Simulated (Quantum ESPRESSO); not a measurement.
A self-consistent single point of W3N4 (Pm-3m, 7 atoms in the cell) with Quantum ESPRESSO.

Computed with PBEsol, SSSP 1.1.2 precision (PBE) pseudopotentials (plane waves; Quantum ESPRESSO).

```
CELL_PARAMETERS angstrom
      4.20112     0.00000     0.00000
      0.00000     4.20112     0.00000
      0.00000     0.00000     4.20112
ATOMIC_POSITIONS crystal
  W  0.00000 0.50000 0.50000
  W  0.50000 0.00000 0.50000
  W  0.50000 0.50000 0.00000
  N  0.50000 0.50000 0.50000
  N  0.00000 0.50000 0.00000
  N  0.50000 0.00000 0.00000
  N  0.00000 0.00000 0.50000
```

Reference input (self-consistent single point, DFT, LDA (PZ), plane waves, GBRV 1.5 ultrasoft (LDA) pseudopotentials): ecutwfc = 40 Ry; ecutrho = 320 Ry; occupations = smearing; smearing = gaussian; degauss = 0.0073499 Ry; potentials = {W: w_lda_v1.2.uspp.F.UPF, N: n_lda_v1.2.uspp.F.UPF}; K_POINTS = automatic 9 9 9 0 0 0; conv_thr = 1e-11 Ry; mixing_beta = 0.7. This run's input differs from it in these lines:

```diff
@@ -13,4 +13,4 @@
   ntyp = 2
-  ecutwfc = 40
-  ecutrho = 320
+  ecutwfc = 75
+  ecutrho = 600
   occupations = 'smearing'
@@ -18,2 +18,3 @@
   degauss = 0.0073499
+  input_dft = 'pbesol'
 /
@@ -24,4 +25,4 @@
 ATOMIC_SPECIES
-W    183.8400  w_lda_v1.2.uspp.F.UPF
-N     14.0070  n_lda_v1.2.uspp.F.UPF
+W    183.8400  W_pbe_v1.2.uspp.F.UPF
+N     14.0070  N.oncvpsp.upf
 ATOMIC_POSITIONS angstrom
```

The program printed (abridged):

```
     Self-consistent Calculation

     iteration #  1     ecut=    75.00 Ry     beta= 0.70

     negative rho (up, down):  1.916E-01 0.000E+00

     total energy              =    -558.18826944 Ry
     estimated scf accuracy    <       2.05056481 Ry

     iteration #  2     ecut=    75.00 Ry     beta= 0.70

     negative rho (up, down):  1.980E-01 0.000E+00

     total energy              =    -557.74180470 Ry
     estimated scf accuracy    <       8.99314409 Ry

     iteration #  3     ecut=    75.00 Ry     beta= 0.70

     negative rho (up, down):  1.982E-01 0.000E+00

     total energy              =    -559.27094160 Ry
     estimated scf accuracy    <       0.26026214 Ry

   [... 9 blocks of this kind left out ...]

     iteration # 13     ecut=    75.00 Ry     beta= 0.70

     negative rho (up, down):  1.991E-01 0.000E+00

     total energy              =    -559.31217719 Ry
     estimated scf accuracy    <          1.9E-11 Ry

     iteration # 14     ecut=    75.00 Ry     beta= 0.70

     negative rho (up, down):  1.991E-01 0.000E+00
     End of self-consistent calculation

     the Fermi energy is    18.8705 ev

!    total energy              =    -559.31217719 Ry
     estimated scf accuracy    <          1.1E-12 Ry
     smearing contrib. (-TS)   =      -0.00098539 Ry
     internal energy E=F+TS    =    -559.31119180 Ry

     convergence has been achieved in  14 iterations

     negative rho (up, down):  1.991E-01 0.000E+00

     Forces acting on atoms (cartesian axes, Ry/au):

     atom    1 type  1   force =     0.00000000    0.00000000    0.00000000
   [... zero for the other atoms too ...]

     Total force =     0.000000     Total SCF correction =     0.000000

     negative rho (up, down):  1.991E-01 0.000E+00
          total   stress  (Ry/bohr**3)                   (kbar)     P=      -43.47
  -0.00029553   0.00000000   0.00000000          -43.47        0.00        0.00
   0.00000000  -0.00029553   0.00000000            0.00      -43.47        0.00
   0.00000000   0.00000000  -0.00029553            0.00        0.00      -43.47

   JOB DONE.
```

The run converged in 14 iterations. Against the reference run the pressure goes from -12.47 to -4.35 GPa.

The starting cell comes from a database of computed structures (which also holds hypothetical and non-ambient phases and stackings), without a prior relaxation at this level. Its lattice was rescaled by a random factor within 2.5 % of one. Spin polarisation is off. With a pressure of about -4 GPa the cell is away from its equilibrium volume at this level.

Cost on one core of a shared machine: roughly 2 min.
